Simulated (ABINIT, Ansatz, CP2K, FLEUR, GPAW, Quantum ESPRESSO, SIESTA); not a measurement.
# One structure in several programs: SrMg6Zr (P4/mmm, 8 atoms in the cell)

Self-consistent single point.

```
CELL_PARAMETERS angstrom
      6.63866     0.00000     0.00000
      0.00000     6.63866     0.00000
      0.00000     0.00000     4.67308
ATOMIC_POSITIONS crystal
  Sr 0.50000 0.50000 0.50000
  Mg 0.50000 0.00000 0.50000
  Mg 0.00000 0.50000 0.50000
  Mg 0.22915 0.22915 0.00000
  Mg 0.77085 0.77085 0.00000
  Mg 0.77085 0.22915 0.00000
  Mg 0.22915 0.77085 0.00000
  Zr 0.00000 0.00000 0.50000
```

All programs got the same cell, k-point mesh and kind of occupations (in Ansatz's words: kpoints.mp_grid.grid = 3 3 4; scf.occupations.method = fermi_dirac; scf.occupations.width = 0.1 eV); potentials, basis and cutoffs are each program's usual ones.

| code | model | pressure (GPa) | largest force (eV/Å) | k-points | cutoff |
|---|---|---|---|---|---|
| SIESTA | LDA PW92, numerical atomic orbitals DZP, PseudoDojo LDA standard norm-conserving potentials (rewritten from UPF to PSML) | -0.79 | 0.042 | 20 | grid 300 Ry |
| FLEUR | LDA (Perdew-Zunger), all-electron FLAPW (FLEUR), scalar-relativistic valence | – | 0.058 | 9 | Kmax 3.8 1/bohr |
| GPAW | LDA (Perdew-Wang 92), GPAW PAW datasets LDA (gpaw-data 1.0.1) | -2.53 | 0.072 | 9 | 800 eV |
| Ansatz | LDA (PW92), PAW files made with PBE | -2.58 | 0.062 | 9 | 420 eV |
| CP2K | LDA (Pade form), GPW, DZVP-MOLOPT-SR-GTH basis, GTH-PADE potentials (GTH_POTENTIALS) | -1.64 | 0.260 | 19 | grid 1000 Ry |
| ABINIT | LDA (PW92), PAW (JTH v2.0 LDA PAW) | -2.70 | 0.058 | 9 | 544 eV |
| Quantum ESPRESSO | LDA (PZ), GBRV 1.5 ultrasoft (LDA) pseudopotentials | -2.59 | 0.061 | 9 | 40 Ry |

A dash marks a value that a program does not give, or that is left out as unsure.

The spread over the programs that give each value: pressure within 1.91 GPa; largest force within 0.218 eV/Å.

The starting cell comes from a database of computed structures (which also holds hypothetical and non-ambient phases and stackings), without a prior relaxation at this level. On Ansatz's run: Without a gap this mesh is coarse (it stands for a supercell whose shortest vector is 19 Å).

**Question.** Why do the programs differ, and what cannot be compared?

**Answer.** Differences of this kind can come from the potentials, where these differ, and from what each basis and cutoff leave unconverged. The zero of total energies and Fermi levels follows the potentials and each program's conventions, so they are not compared here. SIESTA and CP2K use small atom-centred bases, whose incompleteness enters pressures, forces and empty levels differently from a plane-wave cutoff. FLEUR treats all electrons, but the usual bases taken here (sphere radii, linearisation, local orbitals, empty states) were not tested for convergence, so the values are no reference for the others. Ansatz's pressure is given at a fixed set of plane waves, as the other plane-wave codes print theirs. The same LDA comes in different parametrisations, which differ slightly. The programs reduce the same mesh by symmetry to different extents, which changes the work and not the result. In the pressure, SIESTA (by 1.79) lies more than 1 GPa from the median of the plane-wave programs. In the force vectors, CP2K (by 0.198) lies more than 0.08 eV/Å from the median of the plane-wave programs.

The shared mesh is coarse (it stands for a supercell whose shortest vector is 19 Å), so the values are not converged in it.

Ansatz is an electronic-structure program.

Keys are those of Ansatz 0.2.
